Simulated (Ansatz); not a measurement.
# Short convergence ladders for the (001) slab of Ca2AgPd2 (cut from a parent of space group no. 71; 10 atoms in the cell)

```xyz
10
Lattice="4.5012 0.0000 0.0000 0.0000 5.8039 0.0000 0.0000 0.0000 21.6502" Properties=species:S:1:pos:R:3 pbc="T T T"
Ca     0.0000     2.9019    14.6502
Ca     0.0000     2.9019    11.2293
Ag     0.0000     0.0000    12.9397
Pd     2.2506     4.2438    12.9397
Pd     2.2506     1.5601    12.9397
Ca     2.2506     0.0000    10.4208
Ca     2.2506     0.0000     7.0000
Ag     2.2506     2.9019     8.7104
Pd     0.0000     1.3418     8.7104
Pd     0.0000     4.4621     8.7104
```

Base method: PBEsol, default PAW files made with PBE (plane waves; Ansatz, an electronic-structure program).

Base settings: basis.ecutwfc = 420 eV; kpoints.mp_grid.grid = 5 3 1; hamiltonian.xc = pbesol; hamiltonian.pseudopotentials = {kind: paw} (the program's default PAW files); scf.occupations.method = fermi_dirac; scf.occupations.width = 0.1 eV.

The count of work is k-points × plane waves × bands × iterations; it is no time. 

**The vacuum**

The mesh stays at the base's, so the ladder's end is converged at best in this setting alone.

Only quantities that move along the ladder and can be compared are tabulated.

| vacuum between outermost atoms (Å) | free energy less the last step's (meV/atom) | largest difference of a force vector from the last step's (eV/Å) | count of work / last |
|---|---|---|---|
| 3.0 | -99.78 | 0.580 | 0.28 |
| 4.0 | -56.08 | 0.379 | 0.31 |
| 5.0 | -29.97 | 0.227 | 0.37 |
| 6.0 | -14.04 | 0.103 | 0.40 |
| 7.0 | -5.41 | 0.028 | 0.43 |
| 8.0 | -1.66 | 0.003 | 0.46 |
| 10.0 | -0.09 | 0.005 | 0.47 |
| 12.0 | 0.02 | 0.001 | 0.52 |
| 14.0 | 0.01 | 0.000 | 0.57 |
| 17.0 | 0.00 | 0.000 | 0.65 |
| 20.0 | 0.00 | 0.000 | 0.73 |
| 25.0 | 0.00 | 0.000 | 0.87 |
| 30.0 | 0.00 | 0.000 | 1.0 |

Smallest vacuum between outermost atoms (Å) that holds the free energy within 1 meV/atom of the last step, with all finer ones: 10.0; the step before is off by 1.7 meV/atom.

Smallest vacuum between outermost atoms (Å) that holds the forces within 0.02 eV/Å of the last step, with all finer ones: 8.0; the step before is off by 0.028 eV/Å.

**The plane-wave cutoff**

The mesh stays at the base's, so the ladder's end is converged at best in this setting alone.

Only quantities that move along the ladder and can be compared are tabulated.

```tsv
basis.ecutwfc	free energy less the last step's (meV/atom)	largest difference of a force vector from the last step's (eV/Å)	count of work / last
210 eV	5111.77	0.281	0.15
250 eV	1096.57	0.129	0.18
295 eV	145.30	0.025	0.21
355 eV	5.21	0.001	0.27
420 eV	1.21	0.001	0.35
505 eV	0.39	0.000	0.47
630 eV	0.19	0.000	0.65
840 eV	0.00	0.000	1.0
```

Coarsest basis.ecutwfc that holds the forces within 0.01 eV/Å of the last step, with all finer ones: 355 eV, at 0.27 of the last step's count of work; the step before is off by 0.025 eV/Å.

Coarsest basis.ecutwfc that holds the free energy within 2 meV/atom of the last step, with all finer ones: 420 eV, at 0.35 of the last step's count of work; the step before is off by 5.2 meV/atom.

On the base run: the starting cell comes from a database of computed structures (which also holds hypothetical and non-ambient phases and stackings), without a prior relaxation at this level. The slab is cut from that crystal, and its faces are unrelaxed. Its lattice was rescaled by up to half a per cent. Spin polarisation is off. Without a gap this mesh is coarse (it stands for a supercell whose shortest in-plane vector is 17 Å).

Keys are those of Ansatz 0.2.
